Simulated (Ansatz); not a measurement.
# Cr with two functionals

Start from Cr in the bcc (W type) structure (space group Im-3m, No. 229; a = 2.848 Å; non-magnetic).

(Cell as relaxed with PBE.)

Levels (all Ansatz, a program for electronic structure, PAW): PBE (420 eV, spin-orbit coupling left out); r2SCAN (500 eV, spin-orbit coupling left out).

Each level relaxes its own structure.

```
quantity                  PBE    r2SCAN
-------------------  --------  --------
volume per atom      11.55 Å³  11.32 Å³
lattice parameter a   2.848 Å   2.829 Å
band gap                 zero      zero
```

PBE's volume per atom lies 0.225 Å³ above r2SCAN's (2.0 %); PBE's lattice parameter a lies 0.019 Å above r2SCAN's (0.7 %); the two agree on the band gap. Neither level is exact; r2SCAN is the comparison here, not a measurement.

Whether these cells are dynamically stable was not tested. Seeded moments were not kept for the base. The final runs are not spin-polarised. Real Cr is antiferromagnetic at low temperature and ambient pressure, an order that this cell doesn't hold.
